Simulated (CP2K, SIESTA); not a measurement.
A CP2K input for a self-consistent single point of Sn (I4_1/amd, 2 atoms in the cell) (DFT PBE, GPW, DZVP-MOLOPT-SR-GTH basis, GTH-PBE potentials (GTH_POTENTIALS)):

```
&GLOBAL
  PROJECT sn
  RUN_TYPE ENERGY_FORCE
  PRINT_LEVEL LOW
&END GLOBAL
&FORCE_EVAL
  METHOD Quickstep
  STRESS_TENSOR ANALYTICAL
  &DFT
    BASIS_SET_FILE_NAME BASIS_MOLOPT
    POTENTIAL_FILE_NAME GTH_POTENTIALS
    &QS
      METHOD GPW
      EPS_DEFAULT 1E-11
    &END QS
    &MGRID
      CUTOFF 400
      REL_CUTOFF 60
      NGRIDS 4
    &END MGRID
    &SCF
      SCF_GUESS ATOMIC
      EPS_SCF 1E-6
      MAX_SCF 100
      ADDED_MOS 4
      &DIAGONALIZATION
        ALGORITHM STANDARD
      &END DIAGONALIZATION
      &MIXING
        METHOD BROYDEN_MIXING
        ALPHA 0.2
        NBUFFER 12
      &END MIXING
      &SMEAR ON
        METHOD GAUSSIAN
        SIGMA [eV] 0.05
      &END SMEAR
    &END SCF
    &KPOINTS
      SCHEME MONKHORST-PACK 8 8 8
      GAMMA_CENTERED T
    &END KPOINTS
    &XC
      &XC_FUNCTIONAL PBE
      &END XC_FUNCTIONAL
    &END XC
    &PRINT
      &MO
        EIGENVALUES T
        OCCUPATION_NUMBERS T
        NDIGITS 8
        FILENAME mo
        &EACH
          QS_SCF 0
        &END EACH
        ADD_LAST NUMERIC
      &END MO
      &MULLIKEN OFF
      &END MULLIKEN
    &END PRINT
  &END DFT
  &SUBSYS
    &CELL
      A 4.53826100 0.00000000 0.00000000
      B -3.36851100 3.04120800 0.00000000
      C -0.58487500 -1.52060400 4.23574100
      PERIODIC XYZ
    &END CELL
    &COORD
      SCALED
      Sn       0.75000000     0.25000000     0.50000000
      Sn       0.00000000     0.00000000     0.00000000
    &END COORD
    &KIND Sn
      BASIS_SET DZVP-MOLOPT-SR-GTH-q4
      POTENTIAL GTH-PBE-q4
    &END KIND
  &END SUBSYS
  &PRINT
    &FORCES ON
    &END FORCES
    &STRESS_TENSOR ON
    &END STRESS_TENSOR
  &END PRINT
&END FORCE_EVAL
```

Q: Give the SIESTA input for the same structure, mesh, smearing and functional.

A: One input that does it (others would too):

```
# files in the folder: Sn.psml (PseudoDojo PBE standard)
SystemName  Sn
SystemLabel sn

NumberOfAtoms                2
NumberOfSpecies              1
%block ChemicalSpeciesLabel
  1 50 Sn
%endblock ChemicalSpeciesLabel
LatticeConstant              4.538261 Ang
%block LatticeVectors
    -0.659971077    0.659971077    0.358993676
     0.659971077   -0.659971077    0.358993676
     0.659971077    0.659971077   -0.358993676
%endblock LatticeVectors
AtomicCoordinatesFormat      ScaledCartesian
%block AtomicCoordinatesAndAtomicSpecies
     0.000000000    0.659971077    0.179496838  1
     0.000000000    0.000000000    0.000000000  1
%endblock AtomicCoordinatesAndAtomicSpecies

XC.functional                GGA
XC.authors                   PBE
PAO.BasisSize                DZP
PAO.EnergyShift              0.005 Ry
MeshCutoff                   300 Ry
%block kgrid.MonkhorstPack
    8   0   0  0.0
    0   8   0  0.0
    0   0   8  0.0
%endblock kgrid.MonkhorstPack
OccupationFunction           MP
OccupationMPOrder            0
ElectronicTemperature        580.23 K

MaxSCFIterations             150
SCF.Mixer.Method             Pulay
SCF.Mixer.Weight             0.1
SCF.Mixer.History            8
SCF.DM.Tolerance             1.0E-05
Diag.ParallelOverK           true
WriteForces                  true
Charge.Mulliken              end
```

Basis, cutoffs, solver keys and any potentials are the target program's own. This input uses DFT, GGA PBE, numerical atomic orbitals DZP, PseudoDojo PBE standard norm-conserving potentials (rewritten from UPF to PSML). Both were run: pressure -0.15 GPa in CP2K and -0.61 in SIESTA.

On CP2K: the starting cell comes from a database of computed structures (which also holds hypothetical and non-ambient phases and stackings), without a prior relaxation at this level. Its lattice was rescaled by a random factor within 2.5 % of one. Values carry the incompleteness of an atom-centred basis.

On SIESTA: the starting cell comes from a database of computed structures (which also holds hypothetical and non-ambient phases and stackings), without a prior relaxation at this level. Its lattice was rescaled by a random factor within 2.5 % of one. Values carry the incompleteness of an atom-centred basis.
